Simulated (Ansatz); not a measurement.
Ansatz (a first-principles code) run on NaIn₃ (Pm-3m, 4 atoms in the cell): self-consistent single point

Computed with LDA (PW92), default PAW files made with PBE (plane waves; Ansatz).

The input file:

Ansatz 0.2 input:
```yaml
# NaIn3
crystal:
  lattice:
    - [4.671220, 0.000000, 0.000000]
    - [0.000000, 4.671220, 0.000000]
    - [0.000000, 0.000000, 4.671220]
  atoms:
    - { symbol: Na, position: [0.000000, 0.000000, 0.000000] }
    - { symbol: In, position: [0.500000, 0.000000, 0.500000] }
    - { symbol: In, position: [0.000000, 0.500000, 0.500000] }
    - { symbol: In, position: [0.500000, 0.500000, 0.000000] }
basis:
  ecutwfc: 420.0 eV
kpoints:
  mp_grid: { grid: [7, 7, 7] }
hamiltonian:
  xc: lda
  pseudopotentials: { kind: paw }
scf:
  occupations: { method: gaussian, width: 0.1 eV }
output:
  forces: true
  eigenvalues: true
  stress: true
```

Output, abridged:

```
WARN ansatz: RAYON_NUM_THREADS=1 ignored (pool sized by the plan → 1); use --threads N
Pseudopotentials: kind: paw
Pseudopotential: Na, paw, valence charge 9
Pseudopotential: In, paw, valence charge 13
Crystal: 4 atoms, lattice volume = 101.927 Å³
Basis set: ecut = 420 eV, 1935 PW (Γ)
Bands: 29, of which v1, the nominal top of the filled ones, is band 24 counted from 1 (23 counted from 0)
Symmetry: 48 space group operations
Space group: Pm-3m (ITA 221), of the structure as read, at distance tolerance 4.7e-5 Å
k-points: 20 of 343
PAW frozen core: Na, regenerated for the run's functional, and the local potential with it
PAW frozen core: In, regenerated for the run's functional, and the local potential with it
Initial density: superposition of atomic densities (neutral atoms: chi_scale 0, normalization atom), corrected by the library's trained network
Initial wavefunctions: pseudopotential atomic-orbital guess
Eigensolver: davidson
Functional: x = slater, c = lda
SCF iter   1: F=—  HF=-17838.556176 eV  |F-HF|=—  |Δ(HF+E_count)|=         —  Δρ=8.05e-3  dr2=4.03e-2  ethr=1.77e-3  ⟨swp⟩=6.5  Hψ=2471  notcnv=0
all-band conjugate gradients solve this SCF's bands
preconditioner: auto → Resta (q_TF=auto, 2.406 Å⁻¹)
SCF iter   2: F=—  HF=-17838.539917 eV  |F-HF|=—  |Δ(HF+E_count)|=   1.63e-2  Δρ=2.82e-3  dr2=5.82e-3  ethr=8.40e-5  ⟨swp⟩=2.8  Hψ=1212  notcnv=0  defer=1
SCF iter   3: F=—  HF=-17838.538417 eV  |F-HF|=—  |Δ(HF+E_count)|=   1.50e-3  Δρ=5.79e-4  dr2=3.47e-4  ethr=1.21e-5  ⟨swp⟩=2.2  Hψ=1045  notcnv=0  defer=1
SCF iter   4: F=—  HF=-17838.538376 eV  |F-HF|=—  |Δ(HF+E_count)|=   4.09e-5  Δρ=9.64e-5  dr2=5.80e-6  ethr=7.23e-7  ⟨swp⟩=2.0  Hψ=665  notcnv=0  defer=1
SCF iter   5: F=—  HF=-17838.538378 eV  |F-HF|=—  |Δ(HF+E_count)|=   2.06e-6  Δρ=2.53e-5  dr2=5.83e-7  ethr=1.21e-8  ⟨swp⟩=2.0  Hψ=998  notcnv=0  defer=1
SCF iter   6: F=-17838.538378 eV  HF=-17838.538378 eV  |F-HF|=7.29e-9  |Δ(HF+E_count)|=   4.10e-9  Δρ=4.84e-6  dr2=2.22e-8  ethr=2.08e-10  ⟨swp⟩=7.2  Hψ=2406  notcnv=0
SCF 1 converged in 6 iterations: F = -17838.538378 eV  dr2 = 2.22e-8
SCF converged after 6 iterations
Free energy (F): -17838.538378 eV
Harris-Foulkes:  -17838.538378 eV  (|F-HF|=7.29e-9)
Internal energy: -17838.527358 eV  (E = F + TS)
E sigma→0 (E₀):  -17838.532868 eV
Entropy (-TS):   -0.011020 eV (-2.755 meV/atom)
Fermi energy:    8.288505 eV
--- Per-component energies (eV) ---
  E_band       = -316.430411
  E_kinetic    = 847.326632
  E_local      = -4575.175638  (includes V_loc(G=0)·N_el)
  E_nonlocal   = 1223.811506
  E_hartree    = 1740.037749
  E_xc         = -680.143017
  E_vxc        = -354.220301  (∫ρ·V_xc dr)
  E_paw        = -12283.245766  (= ΣΔE_a)
  E_vpaw       = -938.241824  (= ΣTr[D̂ρ^β])
  E_aug_tail   = 0.000063  (compensation charges beyond the density's cutoff)
  E_ewald      = -4112.133386
  E_core_change = 0.994499  (= ΣΔE_core)
  E_smearing   = -0.011020  (= −TS)
  E_closure    = -0.000000  (closes the sum)
  Σ components = -17838.538378   (vs F -17838.538378, Δ=0.00e0)
--- Forces (eV/Å), atoms counted from 1 ---
  atom   1  Na     0.00000000     0.00000000    -0.00000000
   [... zero for the other atoms too ...]
  max |Σ_I F_I| component: 8.30e-29 eV/Å
--- Stress (GPa, compression-positive) ---
       -2.571897       0.000000      -0.000000
        0.000000      -2.571897       0.000000
        0.000000       0.000000      -2.571897
  P = ⅓ Tr σ = -2.5719 GPa (-25.719 kbar)
  The stress holds the Pulay correction. Without it, at fixed plane waves, as pw.x and ABINIT print it: P = -2.5877 GPa
--- Band table (eV; the first three rows and the last of 20) ---
  k-point 0: bands = ["-43.4567", "-15.9754", "-15.9754", "-15.9754", "-6.3011", "-6.3011", "-6.3011", "-6.2835", "-6.1517", "-6.1517", "-5.9991", "-5.9991", "-5.9991", "-5.8998", "-5.8998", "-5.8185", "-5.7606", "-5.7606", "-5.7606", "-0.4310", [...]
  k-point 1: bands = ["-43.4567", "-15.9759", "-15.9754", "-15.9754", "-6.2967", "-6.2783", "-6.2783", "-6.2657", "-6.1482", "-6.1361", "-6.0036", "-5.9999", "-5.9999", "-5.9139", "-5.8994", "-5.8313", "-5.7892", "-5.7892", "-5.7606", "-0.2898", [...]
  k-point 2: bands = ["-43.4567", "-15.9771", "-15.9754", "-15.9754", "-6.2863", "-6.2195", "-6.2138", "-6.2138", "-6.1390", "-6.0945", "-6.0141", "-6.0028", "-6.0028", "-5.9531", "-5.8992", "-5.8658", "-5.8655", "-5.8655", "-5.7605", "0.1261", [...]
  k-point 19: bands = ["-43.4567", "-15.9772", "-15.9771", "-15.9771", "-6.1965", "-6.1813", "-6.1784", "-6.1784", "-6.1478", "-6.1478", "-6.1324", "-5.9671", "-5.9590", "-5.9590", "-5.9481", "-5.9481", "-5.8225", "-5.8225", "-5.8036", "3.2300", [...]
```

The run converged in 6 iterations.

The starting cell comes from a database of computed structures (which also holds hypothetical and non-ambient phases and stackings), without a prior relaxation at this level. Its lattice was rescaled by up to half a per cent. Ansatz's pressure includes its estimate of the finite-basis (Pulay) stress.
